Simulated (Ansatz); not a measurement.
The starting structures come from a database of crystals and need not be the phases stable at ambient conditions.

 Where the default PAW files enter, the runs use the earlier of Ansatz's two default sets.

Input:

```xyz
4
Lattice="3.8635 0.0000 0.0000 -1.9317 3.3459 0.0000 0.0000 0.0000 6.3414" Properties=species:S:1:pos:R:3 pbc="T T T"
Al     0.0000     2.2306     0.0004
Al     1.9317     1.1153     3.1712
P      0.0000     2.2306     2.3776
P      1.9317     1.1153     5.5483
```

Space group of this cell: P6_3mc, wurtzite. The cell is taken as given.

Transport runs along the normal of the first two printed cell vectors, the (001) plane of the conventional cell.

No gap correction and no spin-orbit coupling; mid-gap values are interpolated between computed energies.

Task: State the band gap and the smallest decay constant κ at mid-gap according to PBEsol (Ansatz, a program for electronic structure).

Result: Gap 1.83 eV on a 12×12×6 mesh; κ = 0.156 1/Å, at the zone centre.
